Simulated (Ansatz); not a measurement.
Input and output of a self-consistent single point for YbIn₅Rh (P1, 7 atoms in the cell) (Ansatz, a quantum-chemistry and plane-wave program).

Method: LDA (PW92), PAW files made with PBE (plane waves; Ansatz).

The change in words: atoms moved at random. Reference geometry:
```yaml
crystal:
  lattice:
    - [4.68710, 0.00000, 0.00000]
    - [0.00000, 4.68710, 0.00000]
    - [0.00000, 0.00000, 7.55496]
  atoms:
    - { symbol: Yb, position: [0.00000, 0.00000, 0.00000] }
    - { symbol: In, position: [0.50000, 0.50000, 0.00000] }
    - { symbol: In, position: [0.50000, 0.00000, 0.30001] }
    - { symbol: In, position: [0.50000, 0.00000, 0.69999] }
    - { symbol: In, position: [0.00000, 0.50000, 0.30001] }
    - { symbol: In, position: [0.00000, 0.50000, 0.69999] }
    - { symbol: Rh, position: [0.00000, 0.00000, 0.50000] }
```

Reference input (self-consistent single point, DFT, LDA (PW92), plane waves, PAW files made with PBE): basis.ecutwfc = 420 eV; kpoints.mp_grid.grid = 5 5 3; hamiltonian.xc = lda; hamiltonian.pseudopotentials = {kind: paw} (the program's default PAW files); scf.occupations.method = gaussian; scf.occupations.width = 0.1 eV. This run's input differs from it in these lines:

Ansatz 0.2 input:
```diff
@@ -7,9 +7,9 @@
   atoms:
-    - { symbol: Yb, position_ang: [0.00000000, 0.00000000, 0.00000000] }
-    - { symbol: In, position_ang: [2.34355000, 2.34355000, 0.00000000] }
-    - { symbol: In, position_ang: [2.34355000, 0.00000000, 2.26656355] }
-    - { symbol: In, position_ang: [2.34355000, 0.00000000, 5.28839645] }
-    - { symbol: In, position_ang: [0.00000000, 2.34355000, 2.26656355] }
-    - { symbol: In, position_ang: [0.00000000, 2.34355000, 5.28839645] }
-    - { symbol: Rh, position_ang: [0.00000000, 0.00000000, 3.77748000] }
+    - { symbol: Yb, position_ang: [-0.06377737, -0.00254510, -0.05901179] }
+    - { symbol: In, position_ang: [2.31412907, 2.37572225, -0.01622805] }
+    - { symbol: In, position_ang: [2.34738405, 0.00803838, 2.34861797] }
+    - { symbol: In, position_ang: [2.34816211, -0.01046161, 5.29468973] }
+    - { symbol: In, position_ang: [0.03979817, 2.32915592, 2.25375034] }
+    - { symbol: In, position_ang: [0.00149518, 2.41148014, 5.31739994] }
+    - { symbol: Rh, position_ang: [0.04345879, -0.08073530, 3.74818187] }
 basis:
```

Output (repeated stretches shortened):

```
SCF iter   1: F=—  HF=-47133.685416 eV  |F-HF|=—  |Δ(HF+E_count)|=         —  Δρ=1.33e-1  dr2=7.05e1  ethr=3.10e-3  ⟨swp⟩=7.8  Hψ=10309  notcnv=0  defer=2
all-band conjugate gradients solve this SCF's bands
preconditioner: auto → Kerker (q_TF=auto, 2.532 Å⁻¹)
SCF iter   2: F=—  HF=-47130.184089 eV  |F-HF|=—  |Δ(HF+E_count)|=    3.50e0  Δρ=7.32e-2  dr2=1.75e1  ethr=3.10e-3  ⟨swp⟩=3.9  Hψ=5481  notcnv=0  defer=128
   [... lines left out ...]
SCF iter  10: F=—  HF=-47128.419740 eV  |F-HF|=—  |Δ(HF+E_count)|=   3.39e-5  Δρ=4.48e-4  dr2=2.97e-4  ethr=6.33e-8  ⟨swp⟩=2.3  Hψ=4727  notcnv=0  defer=124
SCF iter  11: F=—  HF=-47128.419731 eV  |F-HF|=—  |Δ(HF+E_count)|=   9.19e-6  Δρ=3.09e-4  dr2=1.53e-4  ethr=6.33e-8  ⟨swp⟩=1.2  Hψ=2377  notcnv=0  defer=124
SCF iter  12: F=—  HF=-47128.419718 eV  |F-HF|=—  |Δ(HF+E_count)|=   1.23e-5  Δρ=2.06e-5  dr2=1.68e-6  ethr=6.33e-8  ⟨swp⟩=2.0  Hψ=3514  notcnv=0  defer=124
SCF iter  13: F=-47128.419718 eV  HF=-47128.419718 eV  |F-HF|=2.53e-8  |Δ(HF+E_count)|=   7.39e-9  Δρ=5.09e-6  dr2=6.59e-8  ethr=9.43e-11  ⟨swp⟩=14.4  Hψ=18817  notcnv=0
SCF 1 converged in 13 iterations: F = -47128.419718 eV  dr2 = 6.59e-8
Free energy (F): -47128.419718 eV
Internal energy: -47128.411346 eV  (E = F + TS)
E sigma→0 (E₀):  -47128.415532 eV
Entropy (-TS):   -0.008373 eV (-1.196 meV/atom)
Fermi energy:    11.943121 eV
--- Forces (eV/Å), atoms counted from 1 ---
  atom   1  Yb     0.20370833     0.17054897     0.30146568
  atom   2  In    -0.01316843    -0.09097221     0.08035434
  atom   3  In     0.13818721    -0.04484974    -0.30022088
  atom   4  In    -0.01363702     0.10375223    -0.07855435
  atom   5  In    -0.08250639    -0.13897431     0.15033470
  atom   6  In     0.00226952    -0.54908807    -0.33002359
  atom   7  Rh    -0.23484806     0.54957776     0.17663954
--- Stress (GPa, compression-positive) ---
       -6.212058       0.014677      -0.026778
        0.014677      -6.325045      -0.103101
       -0.026779      -0.103101      -5.958167
  P = ⅓ Tr σ = -6.1651 GPa (-61.651 kbar)
  The stress holds the Pulay correction. Without it, at fixed plane waves, as pw.x and ABINIT print it: P = -6.1957 GPa
```

The run converged in 13 iterations. Against the reference run the free energy rises by 12.0 meV/atom, the pressure goes from -6.65 to -6.17 GPa and the largest force goes from 0.166 to 0.641 eV/Å.

The starting cell comes from a database of computed structures (which also holds hypothetical and non-ambient phases and stackings), without a prior relaxation at this level. For this run, on top of that: atoms moved at random. Spin polarisation is off. With a pressure of about -6 GPa the cell is away from its equilibrium volume at this level. Ansatz's pressure includes its estimate of the finite-basis (Pulay) stress.
